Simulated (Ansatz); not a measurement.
# Element substitutions in Ta

Start from Ta in the bcc (W type) structure (space group Im-3m, No. 229).

```cif
data_Ta
_chemical_formula_sum 'Ta1'
_space_group_name_H-M_alt 'P 1'
_space_group_IT_number 1
_cell_length_a 2.87485
_cell_length_b 2.87485
_cell_length_c 2.87485
_cell_angle_alpha 109.471
_cell_angle_beta 109.471
_cell_angle_gamma 109.471
loop_
_space_group_symop_operation_xyz
  'x, y, z'
loop_
_atom_site_label
_atom_site_type_symbol
_atom_site_fract_x
_atom_site_fract_y
_atom_site_fract_z
_atom_site_occupancy
Ta1 Ta 0.00000 0.00000 0.00000 1
```

Each row replaces one element on all its sites; cell and atoms are relaxed.

Levels (all Ansatz, an electronic-structure program, PAW): PBE (420 eV, no SOC); PBEsol (420 eV, without spin-orbit coupling).

The base cell above is that of PBE; each level relaxes its own structures.

```
case     volume per atom, PBE  volume per atom, PBEsol
-------  --------------------  -----------------------
Ta → Nb              18.13 Å³                 17.50 Å³
Ta → V               13.46 Å³                 12.95 Å³
Ta → W               16.13 Å³                 15.69 Å³
```

PBE lies above PBEsol in every row, by 0.44 Å³ to 0.62 Å³. They put the cases in the same order.

Stability against distortions was not tested. Starting moments died away, wholly or in part, for Ta → V; another magnetic solution may exist. All final runs are without spin polarisation.
